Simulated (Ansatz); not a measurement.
# PBE against r2SCAN: Se, biaxial strain +3.29 %, plane normal [001], relaxed out of plane

Base system: Se (space group P3_121, No. 152; a = 4.5294 Å, c = 5.0424 Å; made of chains). Axes: x lies along a and z along c of the hexagonal cell.

(Cell as relaxed with PBE.)

Levels (all Ansatz, a program for electronic structure, PAW, earlier PAW set): PBE (420 eV, no spin-orbit coupling); r2SCAN (500 eV, no spin-orbit coupling).

Each level relaxes its own structure.

```tsv
base	PBE	r2SCAN
volume per atom	29.86 Å³	29.25 Å³
lattice parameter a	4.529 Å	4.507 Å
band gap	1.04 eV	1.33 eV
```

It is then changed as follows: biaxial strain +3.29 %, plane normal [001], relaxed out of plane (Cartesian); in-plane vectors clamped, the third vector and the atoms free.

```tsv
quantity	PBE	r2SCAN
smallest direct gap	1.41 eV	___
shift of the gap caused by the change	+0.17 eV	___
mean in-plane stress (compression positive)	-0.2 GPa	___
```

Q: Given the PBE results, estimate those of r2SCAN.

A: 
- smallest direct gap, r2SCAN: 1.77 eV
- shift of the gap caused by the change, r2SCAN: +0.21 eV
- mean in-plane stress (compression positive), r2SCAN: -0.4 GPa

PBE's smallest direct gap lies 0.36 eV below r2SCAN's; PBE's shift of the gap caused by the change lies 0.04 eV below r2SCAN's; PBE's in-plane stress lies 0.2 GPa above r2SCAN's. Neither level is exact; r2SCAN is the comparison here, not a measurement.

Stability against distortions was not tested. No dispersion term is included, though the crystal is made of layers, chains or molecules, so its spacings can come out too wide.
